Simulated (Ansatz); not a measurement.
ZnO (P4₂/mnm, No. 136, 8 atoms in the cell; start mp-1093993; a measured phase of this formula has another space group) was calculated with r²SCAN in Ansatz (plane waves, PAW).

Numerical settings: plane-wave cutoff 560 eV, 6×6×10 k mesh (along the axes of the cell as run), Fermi–Dirac smearing 0.01 eV, scalar-relativistic PAW data made under PBE.

Cell (relaxed at this level):

```xyz
8
Lattice="5.5116 0.0000 0.0000 0.0000 5.5116 0.0000 0.0000 0.0000 3.2499" Properties=species:S:1:pos:R:3 pbc="T T T"
Zn     1.0022     1.0022     1.6250
Zn     4.5094     4.5094     1.6250
Zn     1.7536     3.7580     0.0000
Zn     3.7580     1.7536     0.0000
O      4.5051     1.0065     1.6250
O      1.0065     4.5051     1.6250
O      1.7493     1.7493     0.0000
O      3.7623     3.7623     0.0000
```

Task: What does this level give for the band gap?

Result: 
* **band gap**: 1.21 eV (direct)

Computed values are for the static lattice.

A start named mp-… is a Materials Project structure, which need not be a measured phase.

Ansatz is a program for electronic structure.
